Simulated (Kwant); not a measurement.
Model system: six-terminal Hall bar in a Si two-dimensional gas. Effective mass 0.19 mₑ, grid spacing 12 nm, hard walls, nominal width 300 nm (25 grid rows, so walls 312 nm apart), one parabolic valley, scattering region 780 nm long along x; energies count from the band bottom; Fermi energy 0.00102 eV. Four side probes 150 nm wide, two on each edge; current runs along x; the sign of the Hall resistance is a convention. Perpendicular field swept from 0.1395 to 2.8459 T, also in the leads; orbital effect alone.

The device is made up for the run: typed textbook-type constants, with dimensions and the other settings drawn at random.

Computed with Kwant: effective-mass tight-binding model on a square grid, one spin, coherent transport at 0 K. Resistances are in h/e².

How many Landau levels lie under the Fermi energy, and what Hall resistance follows, at 1.02 meV and 0.736 T; 1.02 meV and 1.65 T; 1.02 meV and 1.88 T; 1.02 meV and 2.11 T?

ħωc = ħeB/m = 0.609 meV a tesla; levels lie at (n + ½)ħωc. E/ħωc = 2.28 gives 2 levels and h/(2e²) = 0.500; simulated 0.500. E/ħωc = 1.01 gives 1 level and h/(1e²) = 1.000; simulated 1.000. E/ħωc = 0.89 gives 1 level and h/(1e²) = 1.000; simulated 1.000. E/ħωc = 0.79 gives 1 level and h/(1e²) = 1.000; simulated 1.000.
